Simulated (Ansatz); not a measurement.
What pressure 30 GPa does to SiC

Start from SiC (space group P6_3mc, No. 186; a = 3.078 Å, c = 10.076 Å).

The change: a hydrostatic pressure of 30 GPa.

Computed with Kohn–Sham DFT with the PBEsol functional, run in Ansatz (a program for electronic structure) with PAW and 420 eV plane waves, without spin-orbit coupling, earlier PAW set. Γ-centred 12×12×4 mesh, Fermi–Dirac width 0.05 eV.

- Volume per atom = 9.27 Å³ (base 10.33 Å³)
- Density = 3.59 g/cm³ (base 3.22 g/cm³)
- Lattice parameter a = 2.969 Å (base 3.078 Å)
- c/a ratio = 3.271 (base 3.273)
- Shortest interatomic distance = 1.816 Å (base 1.883 Å)
- Band gap = 2.13 eV (base 2.12 eV)
- Gap character = indirect, Γ → M (base indirect, Γ → M)
- Smallest direct gap = 3.29 eV (base 3.25 eV)
- Width of the top valence band = 2.63 eV (base 2.47 eV)
- Valence-band top at Γ (three highest levels, from the VBM) = 0.00, 0.00, -0.05 eV (base 0.00, 0.00, -0.05 eV)

Load acts through the strain it causes; cell and atoms are relaxed under it. No phonon test of stability was made. Competing high-pressure phases were not computed.
